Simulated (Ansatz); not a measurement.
Fermi-surface figures of metals: Pt (Fm-3m) under several functionals (Ansatz, a program for electronic structure, without spin-orbit coupling). The PBE cell:

```xyz
1
Lattice="0.0000 1.9854 1.9854 1.9854 0.0000 1.9854 1.9854 1.9854 0.0000" Properties=species:S:1:pos:R:3 pbc="T T T"
Pt     0.0000     0.0000     0.0000
```

| Functional | cell relaxed with | volume (Å³/atom) | density of states at the Fermi level per atom | Drude plasma energy | root-mean-square Fermi velocity | resistivity times mean free path |
|---|---|---|---|---|---|---|
| PBE | PBE | 15.65 | 2.1 states/eV | 8.5 eV | 4.5 ×10⁵ m/s | 3.6 ×10⁻¹⁶ Ω·m² |
| PBEsol | PBEsol | 15.05 | 2.0 states/eV | 8.9 eV | 4.8 ×10⁵ m/s | 3.4 ×10⁻¹⁶ Ω·m² |

For the density of states at the Fermi level per atom, PBE gives 2.1 states/eV and PBEsol 2.0 states/eV: PBE lies 7 % above.

Metals at this level; values at 300 K, both spins, means over directions. As a rough test of the mesh, the Fermi surface's area from every second k point differs by up to 3 %. The product of resistivity and mean free path takes one path for all states. Spin-orbit coupling is left out.
